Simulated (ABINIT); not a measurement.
# Worked example: self-consistent single point of Ba2Cd (I4/mmm, 3 atoms in the cell) in ABINIT

Computed with LDA (PW92), PAW (JTH v2.0 LDA PAW) (plane waves; ABINIT).

This input was run:

```
# Ba2Cd, JTH v2.0 LDA PAW
pp_dirpath "./"
pseudos "Ba.LDA_PW-JTH.xml, Cd.LDA_PW-JTH.xml"
acell 15.3609667157 15.3609667157 15.3609667157
rprim
        -0.2581774251    0.2581774251    0.9309612421
         0.2581774251   -0.2581774251    0.9309612421
         0.2581774251    0.2581774251   -0.9309612421
natom 3
ntypat 2
znucl 56 48
typat 1 1 2
xcart
        -0.0000000000   -0.0000000000   18.0331719375
        -0.0000000000   -0.0000000000   10.5677573697
         0.0000000000    0.0000000000    0.0000000000
ecut 20 Ha
pawecutdg 40 Ha
pawxcdev 0
ixc 7
occopt 6
tsmear 0.00499791
nband 22
kptopt 1
ngkpt 6 6 6
nshiftk 1
shiftk 0 0 0
nstep 80
tolvrs 1.0e-11
prtwf 0
prtden 0
enunit 1
```

Output, abridged:

```
 Symmetries : space group I4/m m m (#139); Bravais tI (body-center tetrag.)

 -outvars: echo values of preprocessed input variables --------
            acell      1.5360966716E+01  1.5360966716E+01  1.5360966716E+01 Bohr
             ecut      2.00000000E+01 Hartree
           enunit           1
              ixc           7
         kptrlatt        6    0    0      0    6    0      0    0    6
          kptrlen      4.75902580E+01
            natom           3
            nband          22
            ngfft          64      64      64
          ngfftdg          90      90      90
             nkpt          30
            nstep          80
             nsym          16
           ntypat           2
           occopt           6
        pawecutdg      4.00000000E+01 Hartree
         pawxcdev           0
            rprim     -2.5817742510E-01  2.5817742510E-01  9.3096124210E-01
                       2.5817742510E-01 -2.5817742510E-01  9.3096124210E-01
                       2.5817742510E-01  2.5817742510E-01 -9.3096124210E-01
          spgroup         139
           tolvrs      1.00000000E-11
           tsmear      4.99791000E-03 Hartree
            typat      1  1  2
           useylm           1
             xred      6.3051000000E-01  6.3051000000E-01  0.0000000000E+00
                       3.6949000000E-01  3.6949000000E-01  0.0000000000E+00
                       0.0000000000E+00  0.0000000000E+00  0.0000000000E+00
            znucl       56.00000   48.00000

== DATASET  1 ==================================================================

 Exchange-correlation functional for the present dataset will be:
  LDA: Perdew-Wang 92 LSD fit to Ceperley-Alder data - ixc=7
 Citation for XC functional:
  J.P.Perdew and Y.Wang, PRB 45, 13244 (1992)

 Real(R)+Recip(G) space primitive vectors, cartesian coordinates (Bohr,Bohr^-1):
 R(1)= -3.9658548  3.9658548 14.3004647  G(1)=  0.0000000  0.1260762  0.0349639
 R(2)=  3.9658548 -3.9658548 14.3004647  G(2)=  0.1260762  0.0000000  0.0349639
 R(3)=  3.9658548  3.9658548-14.3004647  G(3)=  0.1260762  0.1260762  0.0000000
 Unit cell volume ucvol=  8.9967109E+02 bohr^3
 Angles (23,13,12)=  1.50076111E+02  1.50076111E+02  4.28296916E+01 degrees

 Coarse grid specifications (used for wave-functions):

 getcut: wavevector=  0.0000  0.0000  0.0000  ngfft=  64  64  64
         ecut(hartree)=     20.000   => boxcut(ratio)=   2.07019

 Fine grid specifications (used for densities):

 getcut: wavevector=  0.0000  0.0000  0.0000  ngfft=  90  90  90
         ecut(hartree)=     40.000   => boxcut(ratio)=   2.05792

   4.77921719E+03                                ecore*ucvol(ha*bohr**3)

_setup2: Arith. and geom. avg. npw (full set) are    3843.097    3843.071

--- !BeginCycle
solver: {iscf: 17, nstep: 80, nline: 4, wfoptalg: 10, }
tolerances: {tolvrs: 1.00E-11, }
...

     iter   Etot(hartree)      deltaE(h)  residm     nres2
 ETOT  1  -99.440470221562    -9.944E+01 1.860E-01 1.283E+01
 ETOT  2  -99.666633111501    -2.262E-01 1.730E-02 2.285E+00
 ETOT  3  -99.662704646967     3.928E-03 5.069E-03 6.194E-01
 ETOT  4  -99.663406255979    -7.016E-04 2.052E-03 4.644E-01
 ETOT  5  -99.663860279703    -4.540E-04 4.104E-03 3.244E-02
 ETOT  6  -99.664069899562    -2.096E-04 1.550E-03 2.008E-02
   [... 26 lines left out ...]
 ETOT 33  -99.664204872124    -1.418E-11 2.260E-05 1.023E-08
 ETOT 34  -99.664204872085     3.907E-11 2.744E-05 9.838E-11
 ETOT 35  -99.664204872087    -2.117E-12 2.245E-05 1.081E-10
 ETOT 36  -99.664204872088    -9.237E-13 2.687E-05 7.178E-11
 ETOT 37  -99.664204872088    -1.421E-13 2.137E-05 5.725E-12

 At SCF step   37       nres2   =  5.73E-12 < tolvrs=  1.00E-11 =>converged.

 Cartesian components of stress tensor (hartree/bohr^3)
  sigma(1 1)=  3.66797922E-05  sigma(3 2)=  0.00000000E+00
  sigma(2 2)=  3.66797922E-05  sigma(3 1)=  0.00000000E+00
  sigma(3 3)=  4.03235512E-05  sigma(2 1)=  0.00000000E+00

 ----iterations are completed or convergence reached----

 reduced coordinates (array xred) for    3 atoms
       0.630510000001      0.630510000001      0.000000000000
       0.369489999999      0.369489999999      0.000000000000
       0.000000000000      0.000000000000      0.000000000000
 cartesian forces (eV/Angstrom) at end:
    1     -0.00000000000000    -0.00000000000000    -0.04147364259735
    2      0.00000000000000     0.00000000000000     0.04147364259735
    3     -0.00000000000000    -0.00000000000000    -0.00000000000000
 frms,max,avg= 1.9550863E-02 4.1473643E-02   0.000E+00  0.000E+00  0.000E+00 e/A
 length scales= 15.360966715700 15.360966715700 15.360966715700 bohr
              =  8.128673487858  8.128673487858  8.128673487858 angstroms
 Fermi (or HOMO) energy (eV) =   2.82250   Average Vxc (eV)=  -8.67301
 Eigenvalues (   eV  ) for nkpt=  30  k points:
 kpt#   1, nband= 22, wtk=  0.00463, kpt=  0.0000  0.0000  0.0000 (reduced coord)
 -25.81284  -25.76688  -11.29288  -10.73044  -10.73044  -10.72379  -10.72379  -10.71030
  -5.69601   -5.63962   -5.61409   -5.61043   -5.61043   -1.84101    1.41853    2.50829
   3.35959    3.62309    4.06895    4.94420    4.94420    6.08898
 prteigrs : prtvol=0 or 1, do not print more k-points.

--- !EnergyTerms
comment             : Components of total free energy in Hartree
kinetic             :  3.06380179171949E+01
hartree             :  2.51169645542647E+01
xc                  : -2.21536442392452E+01
Ewald energy        : -6.94485435767087E+01
psp_core            :  5.31218267186126E+00
local_psp           : -7.13211015586727E+01
spherical_terms     :  2.19207469080986E+00
internal            : -9.96640495404959E+01
'-kT*entropy'       : -1.55793212775779E-04
total_energy        : -9.96642053337087E+01
total_energy_eV     : -2.71200094843741E+03
...

-Cartesian components of stress tensor (GPa)         [Pressure= -1.1149E+00 GPa]
- sigma(1 1)=  1.07915656E+00  sigma(3 2)=  0.00000000E+00
- sigma(2 2)=  1.07915656E+00  sigma(3 1)=  0.00000000E+00
- sigma(3 3)=  1.18635964E+00  sigma(2 1)=  0.00000000E+00

 Calculation completed.
```

The run converged in 37 iterations.

The starting cell comes from a database of computed structures (which also holds hypothetical and non-ambient phases and stackings), without a prior relaxation at this level. Its lattice was rescaled by a random factor within 2.5 % of one.

Cost on one core of a shared machine: roughly 8 min.
